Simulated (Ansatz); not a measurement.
The reference is CdS in the zinc blende structure (space group F-43m, No. 216; a = 5.878 Å).

All numbers come from Ansatz (a program for electronic structure), r2SCAN, PAW, cutoff 500 eV, scalar-relativistic without spin-orbit coupling.

One change was made to it. Results:

The width of the top valence band increases by 1.113 eV (2.16 eV → 3.28 eV); the volume per atom decreases by 6.02 Å³ to 19.36 Å³; the hole mass (degenerate bands, along [100]) changes from 0.16, 0.78, 0.78 mₑ (at Γ) to 0.20, 0.54, 0.54 mₑ (at Γ).

### Question
Name the change that was made.
A. pressure 7 GPa
B. pressure −1 GPa
C. pressure 30 GPa
D. pressure 75 GPa

### Answer
C, pressure 30 GPa. For comparison, the hole mass in the other runs: pressure 75 GPa gives 0.22, 0.43, 0.43 mₑ (at Γ); pressure −1 GPa gives 0.16, 0.81, 0.81 mₑ (at Γ); pressure 7 GPa gives 0.18, 0.69, 0.69 mₑ (at Γ).

The levels and masses belong to the bands next to the band gap. Load acts through the strain it causes; cell and atoms are relaxed under it. Masses are band curvatures over ±0.01 Å⁻¹ around the edge. Whether these cells are dynamically stable was not tested. Tetrahedral semiconductors of this kind turn to denser phases somewhere between about 1 and 50 GPa; those were not computed, so compressed cells here can lie past the real transition.
